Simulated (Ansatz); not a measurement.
The band gap in a series of structures.

Cell A: BN (zinc blende, F-43m), 2 atoms in the cell, k-point mesh 16×16×16 on the run's own vectors.
```
CELL_PARAMETERS angstrom
      0.00000     1.80293     1.80293
      1.80293     0.00000     1.80293
      1.80293     1.80293     0.00000
ATOMIC_POSITIONS crystal
  B  0.00000 0.00000 0.00000
  N  0.25000 0.25000 0.25000
```

Cell B: BN (P6₃/mmc), 4 atoms in the cell; this is a cell from a database of computed structures that this text hasn't matched to a measured one, k-point mesh 18×18×6 on the run's own vectors.
```yaml
crystal:
  lattice:
    - [2.50515, 0.00000, 0.00000]
    - [-1.25257, 2.16952, 0.00000]
    - [0.00000, 0.00000, 7.09844]
  atoms:
    - { symbol: B, position: [0.66667, 0.33333, 0.75000] }
    - { symbol: B, position: [0.33333, 0.66667, 0.25000] }
    - { symbol: N, position: [0.00000, 0.00000, 0.75000] }
    - { symbol: N, position: [0.00000, 0.00000, 0.25000] }
```

Computed with Ansatz (plane waves, PAW), its PAW set soft_1, cutoff 420 eV, 500 eV for r2SCAN. The structures are at rest with PBE+D3(BJ); other levels are single points on them. Neutral cells; Fermi-Dirac smearing of at most 0.05 eV in the solids, energies taken to zero width. The lattices are those relaxed with PBE+D3(BJ), so at other levels the solids can be strained, which adds to the spread. A dispersion term ran beside these levels; it doesn't touch the electrons. Gaps are highest filled to lowest empty Kohn-Sham level on the run's k-point mesh, states of defects and surfaces included; edges off the mesh make the true gap smaller, and under 0.08 eV counts as none.

Task: Give the band gap (eV) at the level PBE, cell by cell.

Result: 
| cell | PBE |
|---|---|
| A | 4.47 (indirect) |
| B | 3.63 (indirect) |

With PBE the value of A exceeds that of B by 0.84 eV.

Task: And at the other levels?

Result: 
| cell | r2SCAN |
|---|---|
| A | 5.00 (indirect) |
| B | 4.08 (indirect) |

With r2SCAN the value of A exceeds that of B by 0.92 eV.

Ansatz is a quantum-chemistry and plane-wave program.
